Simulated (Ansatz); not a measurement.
Band structure of LaSi₂Ir₂ (I4/mmm, 5 atoms in the cell).

```yaml
crystal:
  lattice:
    - [-2.06493, 2.06493, 5.17361]
    - [2.06493, -2.06493, 5.17361]
    - [2.06493, 2.06493, -5.17361]
  atoms:
    - { symbol: La, position: [0.00000, 0.00000, 0.00000] }
    - { symbol: Si, position: [0.62904, 0.62904, 0.00000] }
    - { symbol: Si, position: [0.37096, 0.37096, 0.00000] }
    - { symbol: Ir, position: [0.25000, 0.75000, 0.50000] }
    - { symbol: Ir, position: [0.75000, 0.25000, 0.50000] }
```

Computed with PBEsol, PAW files made with PBE (plane waves; Ansatz, a first-principles code).

Settings: basis.ecutwfc = 30.9 Ry; kpoints.mp_grid.grid = 9 9 9; hamiltonian.xc = pbesol; hamiltonian.pseudopotentials = {kind: paw} (the program's default PAW files); scf.occupations.method = gaussian; scf.occupations.width = 0.02 Ry; kpoints.band_path.npoints = 8.

The starting cell comes from a database of computed structures (which also holds hypothetical and non-ambient phases and stackings), without a prior relaxation at this level. Spin-orbit coupling is off. Spin polarisation is off.

Levels in eV from the Fermi level, bands 24 to 31:
```json
[
 {"point": "Γ", "24": "-1.27", "25": "-1.26", "26": "-1.26", "27": "-0.75", "28": "0.40", "29": "1.52", "30": "1.52", "31": "2.43"},
 {"point": "X", "24": "-1.86", "25": "-1.83", "26": "-1.80", "27": "-0.79", "28": "0.85", "29": "0.87", "30": "1.71", "31": "2.25"},
 {"point": "Y", "24": "-2.44", "25": "-1.88", "26": "-1.04", "27": "-0.86", "28": "0.86", "29": "0.86", "30": "1.89", "31": "2.26"},
 {"point": "S", "24": "-2.80", "25": "-2.74", "26": "-0.17", "27": "0.21", "28": "0.26", "29": "2.14", "30": "2.19", "31": "2.42"},
 {"point": "Z", "24": "-0.35", "25": "-0.35", "26": "-0.28", "27": "0.40", "28": "1.52", "29": "2.01", "30": "2.15", "31": "2.24"},
 {"point": "S1", "24": "-2.80", "25": "-2.74", "26": "-0.17", "27": "0.21", "28": "0.26", "29": "2.14", "30": "2.19", "31": "2.42"},
 {"point": "N", "24": "-2.94", "25": "-2.37", "26": "-1.54", "27": "0.01", "28": "1.32", "29": "1.83", "30": "2.16", "31": "2.35"},
 {"point": "P", "24": "-1.85", "25": "-1.85", "26": "-1.26", "27": "-1.26", "28": "0.86", "29": "0.86", "30": "1.70", "31": "2.32"},
 {"point": "Y1", "24": "-2.44", "25": "-1.88", "26": "-1.04", "27": "-0.86", "28": "0.86", "29": "0.86", "30": "1.89", "31": "2.26"}
]
```

Bands cross the Fermi level along this path, so the cell is metallic at this level.

Keys are those of Ansatz 0.2.
